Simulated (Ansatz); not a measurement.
We consider PbF2 (within 0.1 Å of Fm-3m, No. 225, 6 atoms in the cell; start mp-685150; a measured phase of this formula has another space group), described by HSE06 (PAW; Ansatz, an electronic-structure program).

Run with plane-wave cutoff 460 eV, 4×6×6 k mesh (along the axes of the cell as run), Fermi–Dirac smearing 0.01 eV, scalar-relativistic PAW data made under PBE.

Cell (relaxed with PBE-D3(BJ)):

Space group Fm-3m (No. 225); a = b = c = 5.963 Å, α = β = γ = 90.00°

| atom | site | symmetry | x | y | z |
|---|---|---|---|---|---|
| Pb | 4a | m-3m | 0.0000 | 0.0000 | 0.0000 |
| F | 8c | -43m | 0.2500 | 0.2500 | 0.2500 |
(The calculation used a cell of 6 atoms; values per cell refer to that cell.)

Predict the band gap and smallest direct gap on the k points sampled.


- band gap = 5.74 eV
- smallest direct gap on the k points sampled = 5.88 eV

Note: cell and atoms aren't relaxed at this level (pressure -0.4 GPa).

Spin–orbit coupling is not included; with these elements it can move the gap by several tenths of an eV or more.

Computing time: about 6 core-minutes (a rough figure).

A start named mp-… is a Materials Project structure, which need not be a measured phase.
